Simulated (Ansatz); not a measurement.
## By hand: formation energy of CdIn2O4 (spinel, Fd-3m) from the elements

Subject: the formation energy of CdIn2O4 (spinel, Fd-3m) from the elements. Reaction: Cd (hcp) + 2 In (I4/mmm) + 2 O2 (gas) → CdIn2O4 (spinel). Negative: the products are lower in energy. The value is per atom of the solid.

CdIn2O4 (spinel, Fd-3m), 14 atoms in the cell; this is a cell from a database of computed structures that this text hasn't matched to a measured one. Conventional cell: a = b = c = 9.3160 Å, α = β = γ = 90.00°.

Setting: static, neutral cells in Ansatz (PAW) whose structures rest at the PBE level. Ansatz (a first-principles code) runs with its default PAW set. Other levels take these structures. The lattices are those relaxed with PBE, so at other levels the solids can be strained, which adds to the spread. A dispersion term (D3(BJ), or D4 for r2SCAN) was computed beside these levels and is taken off wherever the name lacks it. The runs are scalar-relativistic, without spin-orbit coupling.

Total energies of the cells in eV, at zero smearing width. They compare only within one column; the weights balance every element.

```tsv
cell	atoms	weight	r2SCAN	r2SCAN+D4
CdIn2O4 (spinel)	14	+1	-43535.13967	-43536.43060
Cd (hcp)	2	−1	-16536.34480	-16536.61169
In (I4/mmm)	1	−4	-5611.81083	-5611.92069
O2 (gas)	2	−4	-1131.96020	-1131.96199
```

r2SCAN: (-43535.13967) − (-16536.34480) − 4 × (-5611.81083) − 4 × (-1131.96020) = -23.711 eV; dividing by 14 atoms gives -1.69 eV/atom.

r2SCAN+D4: (-43536.43060) − (-16536.61169) − 4 × (-5611.92069) − 4 × (-1131.96199) = -24.288 eV; dividing by 14 atoms gives -1.73 eV/atom.

What follows from the r2SCAN value: A formula unit of CdIn2O4 has 7 atoms, so it forms with -1.6936 × 7 = -11.855 eV, or -1143.8 kJ/mol at 96.485 kJ/mol per eV.
